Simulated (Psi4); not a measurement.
Psi4 1.11, unrestricted TPSS/def2-svpd: Ti(Cl)2(OSiH3) ([SiH3][O][Ti]([Cl])[Cl]), charge 0, multiplicity 2, 8 atoms. The geometry is a generated start, not checked to be a minimum at this level.

```json
{
  "task": "energy",
  "method": "tpss",
  "basis": "def2-svpd",
  "memory": "3 GB",
  "maxiter": "100",
  "keys_of_the_molecule_block": "symmetry c1",
  "scf_type": "df (default)",
  "guess": "auto, which took SAD (default)",
  "scf_initial_accelerator": "adiis (default)",
  "e_convergence": "1e-06 (default)",
  "d_convergence": "1e-06 (default)",
  "dft_radial_points": "75 (default)",
  "dft_spherical_points": "302 (default)",
  "basis_functions": "159",
  "grid_points": "173788"
}
```

```xyz
8

Ti     0.1663     0.4707     1.6671
Cl     0.1718    -0.8291     3.3377
Cl     1.2836     2.2535     1.9036
O     -0.4039     0.0143     0.1230
Si    -0.3250    -0.3942    -1.4479
H      0.3536     0.7078    -2.1519
H     -1.7021    -0.5768    -1.9240
H      0.4556    -1.6462    -1.5075
```

Charge 0 and multiplicity 2 are set for this test and not shown to be the ground state.

One run each on 2 threads. Values of diis_max_vecs tried: 3, 6, 10 (default), 20.

Task: Which value of diis_max_vecs needs the fewest SCF iterations, and what happens away from it?

Result: Fewest SCF iterations, within one of each other: 10 (default) with 13, 20 with 12. The count rises to 25 at 3. All converge to one solution.

| diis_max_vecs | SCF iterations | end |
|---|---|---|
| 3 | 25 | same solution |
| 6 | 15 | same solution |
| 10 (default) | 13 | same solution |
| 20 | 12 | same solution |
